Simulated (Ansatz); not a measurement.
# GaP, pressure series

The parent structure is GaP in the zinc blende structure (space group F-43m, No. 216; a = 5.451 Å).

Cell and atoms are relaxed at each pressure.

Level of theory: r2SCAN in Ansatz (plane waves to 500 eV, PAW, no SOC).

Two rows of this table had their results exchanged by mistake.

```csv
pressure,volume per atom (Å³),shortest distance (Å),band gap
pressure −2 GPa,20.74,2.379,1.88 eV
pressure −1 GPa,20.49,2.370,1.87 eV
pressure 3 GPa,19.62,2.336,1.79 eV
pressure 7 GPa,13.83,2.079,0.81 eV
pressure 15 GPa,17.80,2.261,1.58 eV
pressure 30 GPa,16.33,2.197,1.36 eV
pressure 50 GPa,14.99,2.135,1.10 eV
pressure 75 GPa,18.91,2.307,1.72 eV
pressure 100 GPa,12.96,2.034,0.57 eV
```

**Question.** Which two?

**Answer.** The rows for pressure 7 GPa and pressure 75 GPa: the volume has to fall steadily with pressure, so 18.91 Å³ belongs to pressure 7 GPa and 13.83 Å³ to pressure 75 GPa.

Load acts through the strain it causes; cell and atoms are relaxed under it. No phonon test of stability was made. Measured, GaP leaves this structure (for a Cmcm phase) near 26 GPa (temperature not stated; as listed in Datta, Sujoy, Jana, Debnarayan, arXiv (2020)).

Ansatz is an electronic-structure program.
